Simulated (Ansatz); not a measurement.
Structures of equal composition on the (111) surface of fcc Au: (√3x√3)R30°, one Au adatom; one added row of Au in 3. The slabs share one bottom face, and each structure is named by its start. These are constructed structures in small cells; real faces may alloy, dewet or reconstruct in larger ones, and not all known structures of the face are among them. Slabs of about 12 Å with all that they carry, Fermi-Dirac smearing of 0.1 eV. Bottom of the slabs: a bare face, its two planes held. Relaxed from the named starts with such symmetry as they have, on meshes of like density; energies extrapolated to zero smearing; no spin-orbit coupling, no U. Spin-polarised runs, if any, are marked in brackets, and their order is one that fits the cell; the others ran without spin. The cells differ, so small differences also carry the error of unlike k-meshes.

Calculation: PBE (plane waves to 420 eV, PAW; Ansatz, an electronic-structure program).

### Question
Put the candidates in order of energy per 1x1 cell, lowest first, for PBE.

### Answer
one added row of Au in 3 (0.00 eV), (√3x√3)R30°, one Au adatom (0.11 eV)
